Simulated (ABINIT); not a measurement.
Parameter sweep on La3Mg (Pmm2, 4 atoms in the cell)

```yaml
crystal:
  lattice:
    - [3.71130, 0.00000, 0.00000]
    - [0.00000, 5.68762, 0.00000]
    - [0.00000, 0.00000, 5.99833]
  atoms:
    - { symbol: La, position: [0.00000, 0.00000, 0.00997] }
    - { symbol: La, position: [0.50000, 0.00000, 0.45083] }
    - { symbol: La, position: [0.50000, 0.50000, 0.86327] }
    - { symbol: Mg, position: [0.00000, 0.50000, 0.34259] }
```

Base run A: LDA (PW92), PAW (JTH v2.0 LDA PAW) (ABINIT 10.0.3), self-consistent single point.

Its settings: pseudos = [La.LDA_PW-JTH.xml, Mg.LDA_PW-JTH.xml]; ecut = 26 Ha; pawecutdg = 52 Ha; occopt = 7; tsmear = 0.00499791 Ha; ngkpt = 5 3 3; nshiftk = 1; shiftk = 0 0 0; potentials = JTH v2.0 LDA PAW; nband = 29; kptopt = 1; nstep = 100; tolvrs = 1e-10.

The starting cell comes from a database of computed structures (which also holds hypothetical and non-ambient phases and stackings), without a prior relaxation at this level. Its lattice was rescaled by a random factor within 2.5 % of one. Without a gap this mesh is coarse (it stands for a supercell whose shortest vector is 17 Å).

ΔF is the free energy per atom less that of run A. A dash stands where there is no value to compare (another energy zero or no entropy term, no result, no spin, no clean gap, or a mesh too coarse for one). 

These are the values that this program gave, and no reference: the one-centre exchange-correlation terms come from a truncated expansion.

```json
[
 {"run": "A", "nline, nnsclo": "default, default", "ΔF (meV/atom)": "0.00", "pressure (GPa)": "-1.28", "largest force (eV/Å)": "0.244", "iterations": "14", "ending": "converged"},
 {"run": "B", "nline, nnsclo": "1, default", "ΔF (meV/atom)": "–", "pressure (GPa)": "–", "largest force (eV/Å)": "–", "iterations": "100", "ending": "not converged"},
 {"run": "C", "nline, nnsclo": "2, default", "ΔF (meV/atom)": "0.00", "pressure (GPa)": "-1.28", "largest force (eV/Å)": "0.244", "iterations": "28", "ending": "converged"},
 {"run": "D", "nline, nnsclo": "3, default", "ΔF (meV/atom)": "0.00", "pressure (GPa)": "-1.28", "largest force (eV/Å)": "0.244", "iterations": "16", "ending": "converged"},
 {"run": "E", "nline, nnsclo": "6, default", "ΔF (meV/atom)": "0.00", "pressure (GPa)": "-1.28", "largest force (eV/Å)": "0.244", "iterations": "14", "ending": "converged"},
 {"run": "F", "nline, nnsclo": "8, default", "ΔF (meV/atom)": "0.00", "pressure (GPa)": "-1.28", "largest force (eV/Å)": "0.244", "iterations": "14", "ending": "converged"},
 {"run": "G", "nline, nnsclo": "12, default", "ΔF (meV/atom)": "0.00", "pressure (GPa)": "-1.28", "largest force (eV/Å)": "0.244", "iterations": "13", "ending": "converged"},
 {"run": "H", "nline, nnsclo": "default, 2", "ΔF (meV/atom)": "0.00", "pressure (GPa)": "-1.28", "largest force (eV/Å)": "0.244", "iterations": "13", "ending": "converged"},
 {"run": "I", "nline, nnsclo": "default, 3", "ΔF (meV/atom)": "0.00", "pressure (GPa)": "-1.28", "largest force (eV/Å)": "0.244", "iterations": "12", "ending": "converged"}
]
```

Runs C, D, E, F, G, H, I gave the same state as A (within 1 meV/atom). Runs B gave no result. The fewest iterations to that state were 12 (I); the most were 28.
